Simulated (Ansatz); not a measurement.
Base system: ZnSnAs$_{2}$ in the chalcopyrite structure (space group I-42d, No. 122; a = 5.8395 Å, c = 11.7375 Å). Axes: x, y, z lie along a, b, c of the conventional cell.

Computed with PBEsol in Ansatz (plane waves to 420 eV, PAW, scalar-relativistic without spin-orbit coupling).

Base values:

- Shortest interatomic distance = 2.449 Å
- Pressure = 0.0 GPa

Perturbation: uniaxial strain ε_xx = +0.75 %, all other strain components held at zero; the atoms relax in the strained cell.

Task: Predict the new shortest interatomic distance, energy relative to the base and pressure.

Result: The shortest interatomic distance increases by 0.007 Å (2.449 Å → 2.456 Å); the energy rises by 0.4 meV/atom; the pressure (mean of the normal stresses, compression positive) goes from zero to -0.5 GPa.

Whether these cells are dynamically stable was not tested. The final runs are not spin-polarised.

Ansatz is a quantum-chemistry and plane-wave program.
